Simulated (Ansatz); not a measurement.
The reference is HgS in the zinc blende structure (space group F-43m, No. 216).

```xyz
2
Lattice="0.0000 2.9379 2.9379 2.9379 0.0000 2.9379 2.9379 2.9379 0.0000" Properties=species:S:1:pos:R:3 pbc="T T T"
Hg     0.0000     0.0000     0.0000
S      1.4690     1.4690     1.4690
```

All numbers come from PBEsol/PAW in Ansatz (an electronic-structure program), scalar-relativistic without spin-orbit coupling.

Strains are applied to the cell and any free atomic positions relax.

One change was made to it. Results:

The energy grows by 1.1 meV/atom; the pressure goes from zero to -0.9 GPa; the band gap is still zero.

What was done to the base?
(A) isotropic strain −2.00 %
(B) isotropic strain +0.50 %
(C) isotropic strain +1.00 %

B, isotropic strain +0.50 %. For comparison, the energy relative to the base in the other runs: isotropic strain −2.00 % gives +19 meV/atom; isotropic strain +1.00 % gives +4.1 meV/atom.

The mesh was chosen for an insulator and is coarse for the gapless case. Spin-orbit coupling, missing from the scalar runs, can matter with Hg. Whether these cells are dynamically stable was not tested. The final runs are not spin-polarised. A zero or small gap of HgS can be the functional's error rather than a property of the material.
